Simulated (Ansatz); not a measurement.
Amorphous Ga24O38Hf, 63 atoms at 5.32 g/cm³, one PBE-relaxed geometry, zone centre. Methods: PBE, scalar-relativistic without spin-orbit coupling (Ansatz, an electronic-structure program); r2SCAN, scalar-relativistic without spin-orbit coupling (Ansatz); HSE06, scalar-relativistic without spin-orbit coupling (Ansatz). Plane waves to 420 eV (r2SCAN 500 eV); exact exchange is cut at the cell's faces. At PBE the levels at the filled edge of the gap are localised (band-tail or defect states). All rungs ran without spin polarisation.

Preparation: random packing, a CHGNet melt and quench, and a DFT relaxation. O atoms were pushed apart under 1.9 Å during the dynamics, to hinder bonds among them. The hot cell started wider than the set density and was brought back towards it in steps. It is the lowest in DFT energy of 2 quenches. It is a model cell: composition and starting density were chosen by hand, and all elements were melted together. No dispersion term was used. Its density started from a set value of 5.20 and ended at 5.32 g/cm³. Cooling (nominally 280 K/ps over its main leg) ran many orders faster than in experiment, which tends to leave more defects and strain. A cell of this size samples the disorder only roughly. Volume and shape were free in the relaxation.

The relaxation ran on the zone centre alone. At PBE the level gap is 1.67 eV on a 2×2×2 Γ-centred mesh, and the spacing at the zone centre alone 1.66 eV.

What zone-centre spacing does r2SCAN give, roughly?

2.20 eV (+0.54 eV against PBE).

What zone-centre spacing does HSE06 give, roughly?

3.37 eV (+1.71 eV against PBE).

The highest filled and the lowest empty state spread over these numbers of atoms (participation numbers): PBE: 7.2 and 57.1; r2SCAN: 8.5 and 56.4; HSE06: 11.7 and 56.4.
